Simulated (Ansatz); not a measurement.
Cell of CaF2-ML on CaF2-ML (facing atoms over hollows or bridges; CaF2-ML a predicted or substrate-bound sheet, here free), with its geometry taken from a PBE+D3(BJ) run:

```
CELL_PARAMETERS angstrom
      3.59184     0.00000     0.00000
     -1.79592     3.11062     0.00000
      0.00000     0.00000    24.90000
ATOMIC_POSITIONS crystal
  F  0.66667 0.33333 0.39173
  Ca 0.00000 0.00000 0.43025
  F  0.33333 0.66667 0.46722
  F  0.00000 0.00000 0.53278
  Ca 0.33333 0.66667 0.56975
  F  0.66667 0.33333 0.60827
```

The numbers are results of r2SCAN (plane waves to 500 eV, PAW; Ansatz, a first-principles code), not measurements. Scalar-relativistic, without spin–orbit coupling. Its k-point mesh 9×9×1, Fermi–Dirac width 0.01 eV. A dipole correction is on.

Question: Give the plane-averaged electrostatic potential energy of an electron along the normal (the smooth PAW potential), about its mean over the cell, from 5 Å under the lowest atom to 5 Å over the highest.

Answer: (z (Å), V (eV)): (4.798, 2.55); (4.928, 2.55); (5.188, 2.55); (5.317, 2.55); (5.447, 2.55); (5.706, 2.55); (5.836, 2.55); (5.966, 2.55); (6.225, 2.55); (6.355, 2.55); (6.484, 2.55); (6.744, 2.55); (6.873, 2.55); (7.003, 2.54); (7.263, 2.54); (7.392, 2.54); (7.522, 2.54); (7.781, 2.53); (7.911, 2.53); (8.041, 2.52); (8.300, 2.47); (8.430, 2.43); (8.559, 2.36); (8.689, 2.24); (8.948, 1.78); (9.078, 1.15); (9.208, -0.29); (9.467, -3.75); (9.597, -5.23); (9.727, -6.43); (9.986, -8.38); (10.116, -9.18); (10.245, -9.89); (10.505, -11.27); (10.634, -12.04); (10.764, -12.13); (11.023, -10.99); (11.153, -10.51); (11.283, -9.79); (11.542, -7.89); (11.672, -6.74); (11.802, -5.47); (12.061, -2.23); (12.191, -0.55); (12.320, 0.68); (12.580, 0.68); (12.709, -0.55); (12.839, -2.23); (13.098, -5.47); (13.228, -6.74); (13.358, -7.89); (13.617, -9.79); (13.747, -10.51); (13.877, -10.99); (14.136, -12.13); (14.266, -12.04); (14.395, -11.27); (14.655, -9.89); (14.784, -9.18); (14.914, -8.38); (15.173, -6.43); (15.303, -5.23); (15.433, -3.75); (15.692, -0.29); (15.822, 1.15); (15.952, 1.78); (16.211, 2.24); (16.341, 2.36); (16.470, 2.43); (16.600, 2.47); (16.859, 2.52); (16.989, 2.53); (17.119, 2.53); (17.378, 2.54); (17.508, 2.54); (17.638, 2.54); (17.897, 2.54); (18.027, 2.55); (18.156, 2.55); (18.416, 2.55); (18.545, 2.55); (18.675, 2.55); (18.934, 2.55); (19.064, 2.55); (19.194, 2.55); (19.453, 2.55); (19.583, 2.55); (19.713, 2.55); (19.972, 2.55); (20.102, 2.55)
